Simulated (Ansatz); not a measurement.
The reference is Fe in the bcc (W type) structure (space group Im-3m, No. 229; a = 2.832 Å; ferromagnetic).

Calculations: PBE (Ansatz, a quantum-chemistry and plane-wave program; PAW; 420 eV plane waves; no spin-orbit coupling).

Base values:

The magnetic state is ferromagnetic. The lattice parameter a is 2.832 Å.

One thing is altered: a negative pressure, −1 GPa.

### Question
Predict the new magnetic state and lattice parameter a.

### Answer
The magnetic state remains ferromagnetic; the lattice parameter a goes up by 0.005 Å (2.832 Å → 2.837 Å).

The magnetic state is the one reached from the starting moments; the real material's order can differ, and small cells can't hold many antiferromagnetic ones. Load acts through the strain it causes; cell and atoms are relaxed under it. Stability against distortions was not tested.
